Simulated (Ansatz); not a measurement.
Consider CdF₂ in the fluorite structure (space group Fm-3m, No. 225).

```
CdF2
1.0
    0.00000     2.74075     2.74075
    2.74075     0.00000     2.74075
    2.74075     2.74075     0.00000
Cd F
1 2
Direct
  0.00000   0.00000   0.00000
  0.25000   0.25000   0.25000
  0.75000   0.75000   0.75000
```

Calculations: Ansatz (a quantum-chemistry and plane-wave program) PBE, without spin-orbit coupling.

Strains are applied to the cell and any free atomic positions relax.

One change was made to it. Results:

The band gap falls by 0.16 eV, from 2.92 eV to 2.76 eV; the smallest direct gap decreases by 0.117 eV to 3.36 eV; the electron mass stays 0.38 mₑ (at Γ); the energy increases by 7.7 meV/atom.

Name the change that was made.
A) isotropic strain +1.00 %
B) isotropic strain −0.50 %
C) isotropic strain +1.50 %
D) isotropic strain −2.00 %
E) isotropic strain +0.50 %

C, isotropic strain +1.50 %. For comparison, the band gap in the other runs: isotropic strain +1.00 % gives 2.81 eV; isotropic strain +0.50 % gives 2.86 eV; isotropic strain −2.00 % gives 3.13 eV; isotropic strain −0.50 % gives 2.97 eV.

Masses are band curvatures over ±0.01 Å⁻¹ around the edge. Whether these cells are dynamically stable was not tested.
